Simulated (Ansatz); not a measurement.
The starting structures come from a database of crystals and need not be the phases stable at ambient conditions.

Evanescent states of Li2GePbS4 (I-42m, not sure to be the ambient phase, 8 atoms a cell, 20.3 Å³ an atom) along the normal of (001)

The numbers are results of r2SCAN (plane waves, PAW; Ansatz, a program for electronic structure), not measurements.

The gap is the functional's own, uncorrected, and κ follows it; spin-orbit coupling is left out. Mid-gap values are interpolated between the computed energies.

Energies count from the valence-band top; κ is the least over a 6×6 mesh across the current.

```
E (eV)  κ (1/Å)  where
------  -------  -----
0.07      0.109  off Γ
0.21      0.182  off Γ
0.35      0.221  off Γ
0.49      0.242  off Γ
0.63      0.255      Γ
0.77      0.262      Γ
0.91      0.268      Γ
1.05      0.273      Γ
1.19      0.275      Γ
1.33      0.272  off Γ
1.47      0.265  off Γ
1.61      0.256  off Γ
1.75      0.244  off Γ
1.89      0.231  off Γ
2.03      0.214  off Γ
2.17      0.193  off Γ
2.31      0.166  off Γ
2.45      0.129  off Γ
2.59      0.066  off Γ
```

Task: How thick must the barrier be to attenuate the transmission by 10^4 when the electrodes' Fermi level lies at 0.63 eV, and what attenuation does that film give at 0.49 eV?

Result: d = 4 ln 10 / (2 × 0.255) = 18.1 Å. At 0.49 eV it gives 4 × 0.242/0.255 = 3.8 decades.
